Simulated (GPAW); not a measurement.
Band structure of Mg2Sn (Fm-3m, 3 atoms in the cell).

```
CELL_PARAMETERS angstrom
      0.00000     3.38068     3.38068
      3.38068     0.00000     3.38068
      3.38068     3.38068     0.00000
ATOMIC_POSITIONS crystal
  Mg 0.25000 0.25000 0.25000
  Mg 0.75000 0.75000 0.75000
  Sn 0.00000 0.00000 0.00000
```

Level of theory: PBE, GPAW PAW datasets PBE (gpaw-data 1.0.1) (plane waves; GPAW).

Settings: mode = pw; ecut = 850 eV; xc = PBE; kpts = 9 9 9; mesh shift (steps) = 0 0 0; occupations.name = fermi-dirac; occupations.width = 0.02 eV; nbands = -9; convergence.density = 1e-05 e/electron; convergence.energy = 1e-05 eV/electron; symmetry.symmorphic = false; symmetry.tolerance = 0.0005; maxiter = 120; bandpath_npoints = 40.

The starting cell has typed, rounded lattice constants, without a prior relaxation at this level. Its lattice was rescaled by a random factor within 2.5 % of one.

Levels in eV from the Fermi level, bands 14 to 21:
```tsv
point	14	15	16	17	18	19	20	21
Γ	-9.01	0.08	0.08	0.08	1.52	2.23	2.23	2.23
X	-7.23	-4.52	-2.03	-2.03	-0.07	0.25	7.30	7.30
W	-7.20	-3.70	-3.70	-2.62	2.73	3.06	3.06	3.36
K	-7.26	-4.11	-3.46	-1.70	0.46	2.69	5.38	5.59
L	-7.74	-4.73	-0.75	-0.75	0.76	2.30	2.30	4.04
U	-7.26	-4.11	-3.46	-1.70	0.46	2.69	5.38	5.59
```

Bands cross the Fermi level along this path, so the cell is metallic at this level.
